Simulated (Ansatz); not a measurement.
## Ru: energy against strain

Ru (hcp, P6_3/mmc, 13.327 Å³/atom at rest, c along z) under an equal strain ε in the (0001) plane with the normal axis free, as in a coherent film. PBEsol in Ansatz, a plane-wave DFT program (PAW, default set), 420 eV, 25×25×14 Γ-centred mesh, Fermi-Dirac smearing 0.10 eV; ions are relaxed within the symmetry of each cell.

Here s stands for strain and y for E less E0.

| strain (%) | E less E0 (meV/atom) |
|---|---|
| -3.00 | ? |
| -1.50 | 14.07 |
| -1.00 | 6.05 |
| -0.50 | 1.42 |
| 0.00 | 0.00 |
| 0.50 | 1.61 |
| 1.00 | 6.07 |
| 1.50 | 13.24 |

**Question.** Using a parabola, estimate the missing y at s = -3.00 from the other rows, showing the fit.

**Answer.** Least squares gives y = -0.004 - 0.1614·s + 6.0695·s². Residuals (row less fit): 0.176, -0.177, -0.174, 0.004, 0.177, 0.166, -0.170; standard error 0.212 (degrees of freedom: 4). Twice the quadratic coefficient over the volume, 2 × 6.0695 meV × 10⁴ × 0.1602 / 13.327 Å³, is twice the biaxial elastic modulus of this plane = 1459 ± 22 GPa. At the withheld row, y = -0.004 - 0.1614 × (-3.0) + 6.0695 × (-3.0)² = 55.106 meV/atom. The calculation gives 60.51 meV/atom, 5.404 meV/atom above the prediction (8.9 % of the range of y in the table). The row lies outside the fitted rows, so this is an extrapolation. From the scatter of the fitted rows alone, a prediction at this place has a standard error of 0.812 meV/atom, so the miss is 6.7 times that.

One order more, fitted to all 13 runs of the series, follows each within 0.06, so the miss is the next term of a smooth law. In a metal these values are sensitive to mesh and smearing; energies are taken to zero smearing, stresses follow the free energy. Rows are the converged runs of the series near zero and its far end; series whose fitted rows scatter by over a few per cent of the range, as at a crossing or softening among them, aren't shown in this form. Most that stay on the fit to the last digits aren't either.
